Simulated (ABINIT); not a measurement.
Band structure of CsLiBr2 (P4/nmm, 8 atoms in the cell).

```yaml
crystal:
  lattice:
    - [5.18124, 0.00000, 0.00000]
    - [0.00000, 5.18124, 0.00000]
    - [0.00000, 0.00000, 9.93006]
  atoms:
    - { symbol: Cs, position: [0.00000, 0.50000, 0.30003] }
    - { symbol: Cs, position: [0.50000, 0.00000, 0.69997] }
    - { symbol: Li, position: [0.50000, 0.00000, 0.08248] }
    - { symbol: Li, position: [0.00000, 0.50000, 0.91752] }
    - { symbol: Br, position: [0.00000, 0.50000, 0.66592] }
    - { symbol: Br, position: [0.50000, 0.00000, 0.33408] }
    - { symbol: Br, position: [0.00000, 0.00000, 0.00000] }
    - { symbol: Br, position: [0.50000, 0.50000, 0.00000] }
```

Method of the run: LDA (PW92), norm-conserving pseudopotentials (PseudoDojo nc-sr-04 LDA standard) (plane waves; ABINIT 10.0.3).

Settings: pseudos = [Cs.upf, Li.upf, Br.upf]; ecut = 1007 eV; ixc = 7; occopt = 1; ngkpt = 3 3 2; nshiftk = 1; shiftk = 0 0 0; potentials = PseudoDojo nc-sr-04 LDA standard; kptopt = 1; nstep = 60; tolvrs1 = 1e-10; diemac = 12; ndtset = 2.

The starting cell comes from a database of computed structures (which also holds hypothetical and non-ambient phases and stackings), without a prior relaxation at this level.

Predict the gap along the standard path and the places of the band edges.

The gap along the path is 3.92 eV, from M to Γ; the smallest direct gap on it is 4.20 eV.

Levels in eV from the top of the valence band on the SCF mesh, bands 23 to 30:
```json
[
 {"point": "Γ", "23": "-0.46", "24": "-0.38", "25": "-0.19", "26": "-0.19", "27": "4.01", "28": "4.88", "29": "5.23", "30": "5.36"},
 {"point": "X", "23": "-0.67", "24": "-0.67", "25": "-0.53", "26": "-0.53", "27": "6.06", "28": "6.06", "29": "6.42", "30": "6.42"},
 {"point": "M", "23": "-0.28", "24": "-0.28", "25": "0.09", "26": "0.09", "27": "5.03", "28": "5.03", "29": "6.38", "30": "6.38"},
 {"point": "Z", "23": "-0.37", "24": "-0.37", "25": "-0.21", "26": "-0.21", "27": "4.79", "28": "4.94", "29": "5.23", "30": "5.33"},
 {"point": "R", "23": "-0.66", "24": "-0.66", "25": "-0.48", "26": "-0.48", "27": "6.04", "28": "6.04", "29": "6.54", "30": "6.54"},
 {"point": "A", "23": "-0.43", "24": "-0.43", "25": "0.09", "26": "0.09", "27": "5.67", "28": "5.67", "29": "5.86", "30": "5.86"}
]
```
